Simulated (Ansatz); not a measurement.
The starting structures come from a database of crystals and need not be the phases stable at ambient conditions.

**Evanescent states of BaO (P6_3mc, wurtzite, not sure to be the ambient phase, 4 atoms a cell, 27.2 Å³ an atom, -4 GPa at this level) along the normal of (110)**

Computed with PBEsol (plane waves, PAW; Ansatz, a first-principles code).

The gap is the functional's own, uncorrected, and κ follows it; spin-orbit coupling is left out. Mid-gap values are interpolated between the computed energies.

Energies count from the valence-band top; κ is the least over a 6×4 mesh across the current.

```csv
E (eV),κ (1/Å),where
0.06,0.176,Γ
0.17,0.304,Γ
0.28,0.351,Γ
0.39,0.350,Γ
0.49,0.343,Γ
0.60,0.335,Γ
0.71,0.325,Γ
0.82,0.315,Γ
0.94,0.304,Γ
1.04,0.291,Γ
1.16,0.277,Γ
1.26,0.261,Γ
1.38,0.243,Γ
1.49,0.224,Γ
1.59,0.200,Γ
1.71,0.173,Γ
1.81,0.139,Γ
1.93,0.089,Γ
```

Q: How thick must the barrier be to attenuate the transmission by 10^4 when the electrodes' Fermi level lies at 0.94 eV, and what attenuation does that film give at 0.49 eV?

A: d = 4 ln 10 / (2 × 0.304) = 15.1 Å. At 0.49 eV it gives 4 × 0.343/0.304 = 4.5 decades.
